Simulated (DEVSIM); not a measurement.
Structure: Pt/HfO2/SiO2/p-Si capacitor, at 300 K.

```
layer (left to right)  material  thickness (nm)  Na (cm⁻³)
---------------------  --------  --------------  ---------
1                          HfO2            15.0          -
2                          SiO2           0.720          -
3                            Si             430     1.8e18
```

Metal gate on the left, work function 5.6 eV. Fixed charge at the semiconductor interface 1.9e10 cm⁻² (in units of +e); no interface traps.

The device is made up for the run: typed textbook-type constants, with dimensions and the other settings drawn at random. Values at 300 K.

```tsv
parameter	HfO2	SiO2	Si
gap (eV)	5.7	9	1.124
affinity (eV)	2.5	0.9	4.05
permittivity	22	3.9	11.7
Nc (cm⁻³)	-	-	2.86e19
Nv (cm⁻³)	-	-	3.1e19
```

Simulated with DEVSIM: 1D Poisson equation in equilibrium, Boltzmann statistics, complete ionisation; no quantum confinement or tunnelling. Metal contacts follow the ideal Schottky-Mott rule: no Fermi-level pinning, no interface dipoles.

Base results: minimum of the low-frequency capacitance (μF/cm²) 0.304; flat-band voltage (V) 0.50.

Question: What follows from this one change: gate work function 5.6 → 5.9 eV?

Answer: minimum of the low-frequency capacitance little changed (0.304 μF/cm²); flat-band voltage 0.50 → 0.80 V.

Question: What follows from this one change: fixed charge 1.9e+10 → -3.581e+12 cm^-2?

Answer: minimum of the low-frequency capacitance little changed (0.302 μF/cm²); flat-band voltage 0.50 → 1.06 V.

Question: What follows from this one change: substrate doping 1.8e+18 → 9e+17 cm^-3?

Answer: minimum of the low-frequency capacitance 0.304 → 0.238 μF/cm²; flat-band voltage 0.50 → 0.51 V.
